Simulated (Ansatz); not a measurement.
Reference: CdSe (P6_3mc), PBEsol with spin-orbit coupling, rigid bands (plane waves, PAW; Ansatz, a program for electronic structure); axes and stresses refer to this cell.

```yaml
crystal:
  lattice:
    - [4.30180, 0.00000, 0.00000]
    - [-2.15090, 3.72547, 0.00000]
    - [0.00000, 0.00000, 7.02173]
  atoms:
    - { symbol: Cd, position: [0.66667, 0.33333, 0.50009] }
    - { symbol: Cd, position: [0.33333, 0.66667, 0.00009] }
    - { symbol: Se, position: [0.66667, 0.33333, 0.87577] }
    - { symbol: Se, position: [0.33333, 0.66667, 0.37577] }
```

* **hole mass along x**: 0.87 mₑ
* **hole mass along z**: 1.15 mₑ
* **Seebeck coefficient, p-type 1e19 cm⁻³**: 311 μV/K

| Change | hole mass along x | hole mass along z | Seebeck coefficient, p-type 1e19 cm⁻³ |
|---|---|---|---|
| biaxial stress xx = yy = -1 GPa (compression positive) | [?] | 0.68 mₑ | [?] |
| biaxial stress xx = yy = -2 GPa (compression positive) | [?] | 0.34 mₑ | 277 μV/K |
| biaxial stress xx = yy = 2 GPa (compression positive) | 0.39 mₑ | 1.53 mₑ | 232 μV/K |
| hydrostatic pressure 10 GPa | 0.57 mₑ | 1.17 mₑ | 270 μV/K |
| uniaxial stress zz = -1 GPa (compression positive) | 0.57 mₑ | 1.44 mₑ | [?] |
| uniaxial stress zz = 1 GPa (compression positive) | 1.13 mₑ | 0.66 mₑ | 309 μV/K |

What belongs in the gaps?


- biaxial stress xx = yy = -1 GPa (compression positive), hole mass along x: 1.17 mₑ
- biaxial stress xx = yy = -1 GPa (compression positive), Seebeck coefficient, p-type 1e19 cm⁻³: 312 μV/K
- biaxial stress xx = yy = -2 GPa (compression positive), hole mass along x: 1.24 mₑ
- uniaxial stress zz = -1 GPa (compression positive), Seebeck coefficient, p-type 1e19 cm⁻³: 269 μV/K

Masses are for dilute carriers at 300 K, harmonic means over directions unless an axis is named. Seebeck coefficients are for the stated density at 300 K, with one relaxation time for all states and whether or not that doping can be reached. Stresses and pressures are the targets of the relaxation.  The structure type is held under load, also where the real crystal would transform.
